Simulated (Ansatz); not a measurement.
## CdS: response to strain

Take CdS in the zinc blende structure (space group F-43m, No. 216; a = 5.757 Å) as the base. Axes: x, y, z lie along the cube axes.

Strains are applied to the cell and any free atomic positions relax.

Method: LDA (Ansatz, a program for electronic structure, PAW, scalar-relativistic without spin-orbit coupling).

Notes on the quantities. energy relative to the base: free energy F; pressure: mean of the normal stresses, compression positive.

```csv
case,volume per atom,electron mass,energy relative to the base,pressure,band gap
base,23.85 Å³,0.10 mₑ (at Γ),0 meV/atom,0.00 GPa,0.95 eV
uniaxial strain ε_zz = −3.00 %,23.13 Å³,"0.11 mₑ along z, 0.11 mₑ across (at Γ)",+5.6 meV/atom,2.19 GPa,0.95 eV
uniaxial strain ε_zz = −2.00 %,23.37 Å³,0.11 mₑ (at Γ),(withheld),1.43 GPa,0.95 eV
uniaxial strain ε_zz = −1.50 %,23.49 Å³,0.11 mₑ (at Γ),+1.4 meV/atom,1.06 GPa,0.95 eV
uniaxial strain ε_zz = −1.00 %,23.61 Å³,0.11 mₑ (at Γ),+0.6 meV/atom,(withheld),0.95 eV
uniaxial strain ε_zz = −0.50 %,23.73 Å³,0.11 mₑ (at Γ),+0.2 meV/atom,0.34 GPa,0.95 eV
uniaxial strain ε_zz = +1.00 %,24.08 Å³,0.10 mₑ (at Γ),+0.6 meV/atom,-0.67 GPa,0.92 eV
uniaxial strain ε_zz = +1.50 %,24.20 Å³,0.10 mₑ (at Γ),+1.4 meV/atom,(withheld),0.90 eV
uniaxial strain ε_zz = +2.00 %,24.32 Å³,0.10 mₑ (at Γ),+2.4 meV/atom,(withheld),0.88 eV
uniaxial strain ε_zz = +2.50 %,24.44 Å³,–,+3.7 meV/atom,-1.61 GPa,0.87 eV
```

Problem. Complete the table.

Solution. 
- uniaxial strain ε_zz = −2.00 %, energy relative to the base: +2.5 meV/atom
- uniaxial strain ε_zz = −1.00 %, pressure: 0.70 GPa
- uniaxial strain ε_zz = +1.50 %, pressure: -0.99 GPa
- uniaxial strain ε_zz = +2.00 %, pressure: -1.30 GPa

Effective masses come from finite differences of ±0.01 Å⁻¹. Whether these cells are dynamically stable was not tested.
